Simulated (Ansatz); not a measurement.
System: AlB2-type HfB2. Method: PBE0 (Ansatz, a quantum-chemistry and plane-wave program, plane waves, PAW).

Output (set-up and result lines):

```
WARN output.stress: scf.exx.energy_threshold = 1e-6 eV is looser than the 3e-8 eV advised for a stress under a hybrid functional (1e-8 eV for each atom of the …
Crystal: 3 atoms, lattice volume = 29.582 Å³
Basis set: ecut = 460 eV, 673 PW (Γ), exchange–correlation on 48×48×50 points (8 copies of the dense FFT grid, shifted against one another)
Bands: 20, of which v1, the nominal top of the filled ones, is band 16 counted from 1 (15 counted from 0)
Symmetry: 24 space group operations
Space group: P6/mmm (ITA 191), of the structure as read, at distance tolerance 3.1e-5 Å
k-points: 95 of 1152
Functional: x = pbe(κ = 0.804, μ = 0.2195149727645171), c = pbe(β = 0.06672455060314922), warm-up for x = 0.75 pbe(κ = 0.804, μ = 0.2195149727645171) + 0.25 exact, c = pbe(β = 0.06672455060314922)
SCF iter   1: F=—  HF=-16036.218995 eV  |F-HF|=—  |Δ(HF+E_count)|=         —  Δρ=1.69e-3  dr2=1.25e-3
SCF iter   2: F=—  HF=-16036.219152 eV  |F-HF|=—  |Δ(HF+E_count)|=   1.57e-4  Δρ=1.02e-3  dr2=4.48e-4
  ...
SCF 1 converged in 8 iterations: F = -16036.218994 eV  dr2 = 2.61e-11
Crystal: 3 atoms, lattice volume = 29.582 Å³
Initial density: handed on by an earlier stage of this run
Functional: x = 0.75 pbe(κ = 0.804, μ = 0.2195149727645171) + 0.25 exact, c = pbe(β = 0.06672455060314922)
SCF 2 converged in 8 iterations: F = -16034.669719 eV  dr2 = 2.57e-12
Crystal: 3 atoms, lattice volume = 29.582 Å³
Crystal: 3 atoms, lattice volume = 29.582 Å³
Crystal: 3 atoms, lattice volume = 29.582 Å³
SCF iter   1: F=—  HF=-16034.680838 eV  |F-HF|=—  |Δ(HF+E_count)|=         —  Δρ=1.36e-6  dr2=6.81e-10
SCF iter   2: F=-16034.680838 eV  HF=-16034.680838 eV  |F-HF|=1.64e-11  |Δ(HF+E_count)|=  1.64e-11  Δρ=3.98e-7  dr2=9.72e-11
SCF 5 converged in 2 iterations: F = -16034.680838 eV  dr2 = 9.72e-11
Free energy (F): -16034.680838 eV
Internal energy: -16034.680104 eV  (E = F + TS)
E sigma→0 (E₀):  -16034.680471 eV
Fermi energy:    20.685635 eV
--- Forces (eV/Å), atoms counted from 1 ---
  atom   1  Hf     0.00000000    -0.00000000     0.00000000
  atom   2  B     -0.00000000    -0.00000000    -0.00000000
  atom   3  B     -0.00000000     0.00000000     0.00000000
--- Stress (GPa, compression-positive) ---
        0.008256       0.000000      -0.000000
        0.000000       0.008256       0.000000
       -0.000000       0.000000       0.013610
  P = ⅓ Tr σ = 0.0100 GPa (0.100 kbar)
```

Q: Write an input file that could have produced this run (the log leaves some choices open).

A: This is not unique; one that fits is 
Ansatz 0.2 input:
```yaml
crystal:
  lattice:
    - [1.5671345095, -2.7143565928, 0.0]
    - [1.5671345095, 2.7143565928, 0.0]
    - [0.0, 0.0, 3.4772040473]
  atoms:
    - { symbol: Hf, position: [0.0, 0.0, 0.0] }
    - { symbol: B, position: [0.3333333333, 0.6666666667, 0.5] }
    - { symbol: B, position: [0.6666666667, 0.3333333333, 0.5] }
basis:
  ecutwfc: 460
  ecutrho_ratio: 4
  xc_grid: 2
kpoints:
  mp_grid: { grid: [12, 12, 8] }
hamiltonian:
  xc: pbe0
  dispersion: none
  pseudopotentials: { kind: paw }
scf:
  occupations: { method: fermi_dirac, width: 0.05 }
  convergence: { dr2_threshold: 0.0000000003 }
output:
  forces: true
  stress: true
  eigenvalues: true
```

The PAW data were made under PBE.

Note: the run warned that the count of filled bands differs between k points.

Cost on a shared machine: about 4 core-minutes (a rough figure).
